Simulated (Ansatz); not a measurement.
## Convergence study of the k-point mesh at a smearing width of 0.02 eV for Ge₂Mo (I4mm, 3 atoms in the cell)

```xyz
3
Lattice="-1.6684 1.6684 4.1137 1.6684 -1.6684 4.1137 1.6684 1.6684 -4.1137" Properties=species:S:1:pos:R:3 pbc="T T T"
Ge     0.0000     0.0000     5.4938
Ge     0.0000     0.0000     2.7835
Mo     0.0000     0.0000     0.0000
```

Computed with LDA (PW92), default PAW files made with PBE (plane waves; Ansatz, an electronic-structure program).

Base settings: basis.ecutwfc = 420 eV; kpoints.mp_grid.grid = 14 14 14; hamiltonian.xc = lda; hamiltonian.pseudopotentials = {kind: paw} (the program's default PAW files); scf.occupations.method = gaussian; scf.occupations.width = 0.1 eV.

In this ladder: scf.occupations.width = 0.02 eV.

Only quantities that move along the ladder and can be compared are tabulated.

The count of work is k-points × plane waves × bands × iterations; it is no time. 

The starting cell comes from a database of computed structures (which also holds hypothetical and non-ambient phases and stackings), without a prior relaxation at this level. Its lattice was rescaled by up to half a per cent. One atom was moved a little off its site on purpose. Spin polarisation is off. In the base run, with a pressure of about -9 GPa the cell is away from its equilibrium volume at this level. Ansatz's pressure includes its estimate of the finite-basis (Pulay) stress.

```tsv
kpoints.mp_grid.grid	free energy less the last step's (meV/atom)	pressure (GPa)	largest difference of a force vector from the last step's (eV/Å)	count of work / last
5 5 5	3.34	-8.70	0.016	0.0059
6 6 6	-0.58	-8.56	0.009	0.0099
7 7 7	0.02	-8.69	0.046	0.015
9 9 9	0.96	-8.48	0.038	0.025
10 10 10	0.27	-8.60	0.026	0.039
12 12 12	0.00	-8.61	0.002	0.063
15 15 15	-0.14	-8.61	0.014	0.11
18 18 18	0.08	-8.63	0.007	0.18
22 22 22	0.02	-8.61	0.018	0.32
27 27 27	0.06	-8.63	0.003	0.57
33 33 33	0.00	-8.64	0.000	1.0
```

Coarsest kpoints.mp_grid.grid that holds the free energy within 2 meV/atom of the last step, with all finer ones: 6 6 6, at 0.0099 of the last step's count of work; the step before is off by 3.3 meV/atom.

Coarsest kpoints.mp_grid.grid that holds the forces within 0.02 eV/Å of the last step, with all finer ones: 12 12 12, at 0.063 of the last step's count of work; the step before is off by 0.026 eV/Å.

Coarsest kpoints.mp_grid.grid that holds the pressure within 0.1 GPa of the last step, with all finer ones: 10 10 10, at 0.039 of the last step's count of work; the step before is off by 0.16 GPa.

Keys are those of Ansatz 0.2.
